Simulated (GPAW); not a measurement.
# A self-consistent single point of BaMg₃ (Pmm2, 4 atoms in the cell) with GPAW

Method of the run: LDA (Perdew-Wang 92), GPAW PAW datasets LDA (gpaw-data 1.0.1) (plane waves; GPAW).

This input was run:

```python
from ase import Atoms
from ase.units import GPa
from gpaw import GPAW, PW

atoms = Atoms(['Ba', 'Mg', 'Mg', 'Mg'],
              cell=[[3.633400, 0.000000, 0.000000],
                    [0.000000, 5.199816, 0.000000],
                    [0.000000, 0.000000, 6.717283]],
              positions=[[0.000000, 0.000000, 1.070332],
                         [1.816700, 0.000000, 4.426689],
                         [1.816700, 2.599908, 2.723522],
                         [0.000000, 2.599908, 5.213955]],
              pbc=True)

calc = GPAW(mode=PW(850),
            xc='LDA',
            kpts={'size': (7, 5, 4), 'gamma': True},
            occupations={'name': 'methfessel-paxton', 'width': 0.1, 'order': 0},
            nbands=-8,
            convergence={'density': 1e-05},
            symmetry={'symmorphic': False, 'tolerance': 0.0005},
            maxiter=150)

atoms.calc = calc

energy = atoms.get_potential_energy()
print('Energy (eV):', round(energy, 6))
forces = atoms.get_forces()
print('Forces (eV/Ang):')
print(forces.round(5))
stress = atoms.get_stress()
print('Stress (GPa, Voigt):', (stress / GPa).round(4))
```

Log, with long lists cut:

```
Input parameters:
  convergence: {density: 1e-05}
  kpts: {gamma: True,
         size: (7, 5, 4)}
  maxiter: 150
  mode: {ecut: 850.0,
         name: pw}
  nbands: -8
  occupations: {name: methfessel-paxton,
                order: 0,
                width: 0.1}
  symmetry: {symmorphic: False,
             tolerance: 0.0005}

species:
  Ba:
    name: Barium
    Z: 56.0
    valence: 10
    core: 46
    charge: 0.0
    file: Ba.LDA.gz

    # Using partial waves for Ba as LCAO basis

  Mg:
    name: Magnesium
    Z: 12.0
    valence: 10
    core: 2
    charge: 0.0
    file: Mg.LDA.gz

    # Using partial waves for Mg as LCAO basis

Reference energy: -237389.463603  # eV

Spin-paired calculation

Convergence criteria:
 Maximum [total energy] change in last 3 cyles: 0.0005 eV / valence electron
 Maximum integral of absolute [dens]ity change: 1e-05 electrons / valence electron
 Maximum integral of absolute [eigenst]ate change: 4e-08 eV^2 / valence electron
 Maximum number of scf [iter]ations: 150

Symmetries present (total): 4
Symmetries with fractional translations: 0
140 k-points: 7 x 5 x 4 Monkhorst-Pack grid + [0.000000,0.000000,1/8]
36 k-points in the irreducible part of the Brillouin zone
       k-points in crystal coordinates                weights
   0:     0.00000000    0.00000000    0.00000000          1/140
   1:     0.00000000    0.00000000    0.25000000          2/140
   2:     0.00000000    0.00000000    0.50000000          1/140
   [... 7 lines left out ...]
          ...
  35:     0.42857143    0.40000000    0.50000000          4/140

Wave functions: Plane wave expansion
  Cutoff energy: 850.000 eV
  Number of coefficients (min, max): 7115, 7164
  Pulay-stress correction: 0.000000 eV/Ang^3 (de/decut=0.000000)

Occupation numbers: Methfessel-Paxton:
  width: 0.1000  # eV
  order: 0

Eigensolver

Densities:
  Coarse grid: 25*35*48 grid
  Fine grid: 50*70*96 grid
  Total Charge: 0.000000

Density mixing:
  Method: separate
  Backend: pulay
  Linear mixing parameter: 0.05
  old densities: 5
  Damping of long wavelength oscillations: 50

Hamiltonian:
  XC and Coulomb potentials evaluated on a 50*70*96 grid
  External potential:
    NoExternalPotential

Number of atoms: 4
Number of atomic orbitals: 29
Number of bands in calculation: 28
Number of valence electrons: 40
Bands to converge: occupied

Density initialized from atomic densities
  28 bands from LCAO basis set

Atomic positions and initial magnetic moments

Positions:
   0 Ba     0.000000    0.000000    1.070332    ( 0.0000,  0.0000,  0.0000)
   1 Mg     1.816700    0.000000    4.426689    ( 0.0000,  0.0000,  0.0000)
   2 Mg     1.816700    2.599908    2.723522    ( 0.0000,  0.0000,  0.0000)
   3 Mg     0.000000    2.599908    5.213955    ( 0.0000,  0.0000,  0.0000)

Unit cell:
           periodic     x           y           z      points  spacing
  1. axis:    yes    3.633400    0.000000    0.000000    25     0.1453
  2. axis:    yes    0.000000    5.199816    0.000000    35     0.1486
  3. axis:    yes    0.000000    0.000000    6.717283    48     0.1399

  Lengths:   3.633400   5.199816   6.717283
  Angles:   90.000000  90.000000  90.000000

Effective grid spacing dv^(1/3) = 0.1446

     iter     time        total  log10-change:
                         energy   eigst   dens
iter:   1 --:--:--    -7.571266
iter:   2 --:--:--    -7.702351   -0.49  -1.44
iter:   3 --:--:--    -7.642484   -1.40  -1.47
iter:   4 --:--:--    -7.597561   -1.92  -1.58
iter:   5 --:--:--    -7.570504   -2.94  -1.93
iter:   6 --:--:--    -7.569715   -3.46  -2.22
iter:   7 --:--:--    -7.568131c  -3.65  -2.28
iter:   8 --:--:--    -7.567428c  -4.28  -2.74
iter:   9 --:--:--    -7.567291c  -5.48  -2.86
iter:  10 --:--:--    -7.567085c  -4.93  -2.94
iter:  11 --:--:--    -7.567051c  -5.80  -3.22
iter:  12 --:--:--    -7.567007c  -5.58  -3.31
iter:  13 --:--:--    -7.567004c  -6.52  -3.61
iter:  14 --:--:--    -7.566999c  -6.73  -3.70
iter:  15 --:--:--    -7.566999c  -7.37  -3.85
iter:  16 --:--:--    -7.566996c  -7.38  -3.91
iter:  17 --:--:--    -7.566996c  -7.85c -4.12
iter:  18 --:--:--    -7.566998c  -7.58c -4.18
iter:  19 --:--:--    -7.566998c  -8.52c -4.35
iter:  20 --:--:--    -7.566998c  -8.37c -4.42
iter:  21 --:--:--    -7.566997c  -8.64c -4.56
iter:  22 --:--:--    -7.566997c  -8.72c -4.66
iter:  23 --:--:--    -7.566996c  -8.92c -4.76
iter:  24 --:--:--    -7.566996c -10.07c -5.09c

Converged after 24 iterations.

Dipole moment: (-0.000000, -0.000000, -3.921255) |e|*Ang

Energy contributions relative to reference atoms: (reference = -237389.463603)

Kinetic:         -6.695115
Potential:      +12.385902
External:        +0.000000
XC:             -12.966092
Entropy (-ST):   -0.014784
Local:           -0.284299
SIC:             +0.000000
--------------------------
Free energy:     -7.574388
Extrapolated:    -7.566996

Showing only first 2 kpts
 Kpt  Band  Eigenvalues  Occupancy
  0    18      2.79955    2.00000
  0    19      3.76807    2.00000
  0    20      3.85178    1.99972
  0    21      4.93538    0.00000

  1    18      3.40812    2.00000
  1    19      3.53342    2.00000
  1    20      4.13906    0.67070
  1    21      5.15128    0.00000

Fermi level: 4.10900

No gap
No difference between direct/indirect transitions
Energy (eV): -7.566996

Forces in eV/Ang:
  0 Ba    0.00000    0.00000   -0.00585
  1 Mg    0.00000    0.00000   -0.02562
  2 Mg    0.00000    0.00000    0.02169
  3 Mg    0.00000    0.00000    0.00962

Stress tensor:
     0.008262     0.000000     0.000000
     0.000000     0.006244     0.000000
     0.000000     0.000000     0.006791
Stress (GPa, Voigt): [1.3237 1.0004 1.0881 0.     0.     0.    ]
```

The run converged in 24 iterations. GPAW prints stress with tension positive.

The starting cell comes from a database of computed structures (which also holds hypothetical and non-ambient phases and stackings), without a prior relaxation at this level. Its lattice was rescaled by a random factor within 2.5 % of one.

Cost on one core of a shared machine: roughly 80 s.
